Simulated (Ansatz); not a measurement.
# Short convergence ladders for a (100) slab of HfSi (cut from a parent of space group no. 62; 8 atoms in the cell)

```xyz
8
Lattice="3.7569 0.0000 0.0000 0.0000 5.2078 0.0000 0.0000 0.0000 20.2518" Properties=species:S:1:pos:R:3 pbc="T T T"
Hf     0.9392     1.9497    11.3242
Hf     2.8177     3.2580     8.9277
Hf     2.8177     4.5536    12.3486
Hf     0.9392     0.6541     7.9033
Si     0.9392     4.4832    10.4209
Si     2.8177     0.7246     9.8309
Si     2.8177     1.8793    13.2518
Si     0.9392     3.3284     7.0000
```

Base method: LDA (PW92), default PAW files made with PBE (plane waves; Ansatz, a program for electronic structure).

Base settings: basis.ecutwfc = 420 eV; kpoints.mp_grid.grid = 7 5 1; hamiltonian.xc = lda; hamiltonian.pseudopotentials = {kind: paw} (the program's default PAW files); scf.occupations.method = gaussian; scf.occupations.width = 0.1 eV.

The count of work is k-points × plane waves × bands × iterations; it is no time. Core times come from one kind of shared machine, to one figure; runs under 30 s give none.

**The k-point mesh**

Only quantities that move along the ladder and can be compared are tabulated.

| kpoints.mp_grid.grid | free energy less the last step's (meV/atom) | largest difference of a force vector from the last step's (eV/Å) | count of work / last | core time / last (rough) |
|---|---|---|---|---|
| 2 2 1 | -9.96 | 0.314 | 0.042 | – |
| 3 2 1 | 6.57 | 0.588 | 0.051 | – |
| 4 3 1 | 11.75 | 0.188 | 0.056 | – |
| 5 4 1 | -5.84 | 0.082 | 0.083 | – |
| 6 4 1 | -1.50 | 0.061 | 0.11 | – |
| 7 5 1 | 0.71 | 0.043 | 0.11 | – |
| 8 6 1 | 0.41 | 0.035 | 0.19 | 0.2 |
| 9 7 1 | 0.28 | 0.018 | 0.19 | 0.2 |
| 10 8 1 | -0.24 | 0.013 | 0.28 | 0.3 |
| 12 9 1 | 0.04 | 0.011 | 0.32 | 0.3 |
| 14 10 1 | 0.06 | 0.005 | 0.44 | 0.4 |
| 16 12 1 | 0.11 | 0.002 | 0.58 | 0.6 |
| 19 14 1 | -0.03 | 0.004 | 0.74 | 0.7 |
| 23 16 1 | 0.00 | 0.000 | 1.0 | 1 |

Coarsest kpoints.mp_grid.grid that holds the free energy within 2 meV/atom of the last step, with all finer ones: 6 4 1, at 0.11 of the last step's count of work; the step before is off by 5.8 meV/atom.

Coarsest kpoints.mp_grid.grid that holds the forces within 0.02 eV/Å of the last step, with all finer ones: 9 7 1, at 0.19 of the last step's count of work and about 0.2 of the last step's time; the step before is off by 0.035 eV/Å.

**The depth of the slab**

Surface energy = (E_slab − N e_bulk)/2A, with e_bulk from the bulk crystal on its finest mesh (378 k-points); errors per atom of slab and bulk, whose meshes differ, grow with N. The bulk cell stands at -4.3 GPa at this level, so the slab is strained in the plane.

The mesh stays at the base's, so the ladder's end is converged at best in this setting alone.

Only quantities that move along the ladder and can be compared are tabulated.

| atoms | unrelaxed surface energy (J/m²) | count of work / last | core time / last (rough) |
|---|---|---|---|
| 8 | 2.921 | 0.11 | – |
| 16 | 2.943 | 0.37 | 0.2 |
| 24 | 2.938 | 0.62 | 0.4 |
| 32 | 2.942 | 1.0 | 1 |

Smallest size that holds the unrelaxed surface energy within 0.01 J/m² of the last step, with all finer ones: 16, at 0.37 of the last step's count of work and about 0.2 of the last step's time; the step before is off by 0.021 J/m².

On the base run: the starting cell comes from a database of computed structures (which also holds hypothetical and non-ambient phases and stackings), without a prior relaxation at this level. The slab is cut from that crystal, and its faces are unrelaxed. Its lattice was rescaled by up to half a per cent. Spin polarisation is off, though cut faces can carry moments; the slab shows no gap.

Keys are those of Ansatz 0.2.
